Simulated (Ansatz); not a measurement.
# fcc Ir (0 0 1) on cubic KTaO3 (0 0 1) (film strained to the substrate, started from cuts of the bulks and a machine-learned relaxation; slabs K4O10Ta3 and Ir12, which can lie off the formulas)

A periodic stack without vacuum, fcc Ir (0 0 1) on cubic KTaO3 (0 0 1) (film strained to the substrate, started from cuts of the bulks and a machine-learned relaxation; slabs K4O10Ta3 and Ir12, which can lie off the formulas): substrate slab K4O10Ta3, film Ir12, surface cells [[0, 1], [-1, 0]] and [[0, -1], [2, 1]], film strained by +4.0 and +4.0 %, outermost planes KO/KO and Ir/Ir as cut, which need not be the usual terminations and can put a slab off its formula.

The start was prepared with a machine-learned potential, and the result is one local minimum, with the in-plane cell held and forces under 0.04 eV/Å; the film can end far from its bulk form.

Method: PBE (plane waves to 420 eV, PAW; Ansatz, a first-principles code). Spin–orbit coupling is left out; the runs are not spin-polarised; PBE gaps are too small against experiment. Its k-point mesh 8×8×1, Fermi–Dirac width 0.05 eV.

The interface area comes out as 16.2 Å², the period is 29.14 Å and the heights between the nearest atoms of the two slabs at the two interfaces is 3.62 and 3.62 Å. The Ir–K contacts across the interfaces within 1.22 times the sum of covalent radii is 5, mean 4.02 Å.

```yaml
crystal:
  lattice:
    - [4.02461, 0.00001, -0.00973]
    - [-0.00001, 4.02459, -0.00906]
    - [1.61839, -1.40031, 29.14243]
  atoms:
    - { symbol: K, position: [0.96838, 0.00739, 0.05559] }
    - { symbol: O, position: [0.46562, 0.51146, 0.06695] }
    - { symbol: K, position: [0.91301, 0.06112, 0.20302] }
    - { symbol: Ta, position: [0.44075, 0.53469, 0.13046] }
    - { symbol: O, position: [0.93908, 0.53647, 0.13535] }
    - { symbol: O, position: [0.43910, 0.03645, 0.13535] }
    - { symbol: O, position: [0.41201, 0.56209, 0.20591] }
    - { symbol: K, position: [0.85850, 0.11273, 0.34493] }
    - { symbol: Ta, position: [0.38568, 0.58704, 0.27398] }
    - { symbol: O, position: [0.88589, 0.58685, 0.27395] }
    - { symbol: O, position: [0.38590, 0.08685, 0.27395] }
    - { symbol: O, position: [0.35974, 0.61160, 0.34199] }
    - { symbol: K, position: [0.80317, 0.16639, 0.49270] }
    - { symbol: Ta, position: [0.33062, 0.63909, 0.41754] }
    - { symbol: O, position: [0.83244, 0.63730, 0.41259] }
    - { symbol: O, position: [0.33241, 0.13730, 0.41259] }
    - { symbol: O, position: [0.30583, 0.66226, 0.48102] }
    - { symbol: Ir, position: [0.38233, 0.72883, 0.67669] }
    - { symbol: Ir, position: [0.88096, 0.22889, 0.67676] }
    - { symbol: Ir, position: [0.90412, 0.70708, 0.61687] }
    - { symbol: Ir, position: [0.40508, 0.20711, 0.61700] }
    - { symbol: Ir, position: [0.33210, 0.77572, 0.80648] }
    - { symbol: Ir, position: [0.83138, 0.27649, 0.80648] }
    - { symbol: Ir, position: [0.85690, 0.75251, 0.74183] }
    - { symbol: Ir, position: [0.35639, 0.25263, 0.74183] }
    - { symbol: Ir, position: [0.28316, 0.82201, 0.93128] }
    - { symbol: Ir, position: [0.78442, 0.32116, 0.93146] }
    - { symbol: Ir, position: [0.80756, 0.80056, 0.87156] }
    - { symbol: Ir, position: [0.30591, 0.29914, 0.87159] }
```
